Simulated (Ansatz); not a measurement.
Start from HgS in the zinc blende structure (space group F-43m, No. 216; a = 5.876 Å).

Level of theory: plane-wave PAW DFT at the PBEsol level (Ansatz, a first-principles code, 420 eV), no SOC, earlier PAW set.

It is then changed as follows: Zn takes the place of Hg on all its sites; the structure is relaxed again.

Measured lattice parameter a: HgS 5.841 Å (room temperature; as listed in Cardona et al., arXiv (2009)); ZnS 5.41 Å (room temperature; as listed in Martin Albrecht, Beate Paulus, Hermann Stoll, Phys. Rev. B (1997)).

Problem. How well does PBEsol reproduce the measured shift?

Solution. With PBEsol the lattice parameter a moves by -0.519 Å (5.876 → 5.357) against -0.431 Å measured.

Whether these cells are dynamically stable was not tested. The final runs are not spin-polarised.
